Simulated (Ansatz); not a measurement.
The starting structures come from a database of crystals and need not be the phases stable at ambient conditions.

Where the default PAW files enter, the runs use the earlier of Ansatz's two default sets.

Inside the gap of an insulator the Bloch states are evanescent, with a wavenumber k + iκ along the transport direction.

Data:

```
Si
1.0
    3.92626     0.00000     0.00000
    0.00000     3.92626     0.00000
    1.96313    -1.96313     2.72185
Si
2
Direct
  0.75000   0.75000   0.50000
  0.00000   0.00000   0.00000
```

Space group of this cell: I4_1/amd. The cell is strained (lengths across the current scaled by 1.02, ions clamped); by r2SCAN its mean pressure is -3.5 GPa.

Transport runs along the normal of the first two printed cell vectors, the (001) (indices of the unstrained crystal) plane of the conventional cell.

No gap correction and no spin-orbit coupling; mid-gap is the computed energy nearest the middle.

**Question.** State the band gap and the smallest decay constant κ at mid-gap according to r2SCAN (Ansatz, a program for electronic structure).

**Answer.** Gap 0.62 eV on a 12×12×12 mesh; κ = 0.110 1/Å, at the zone centre.
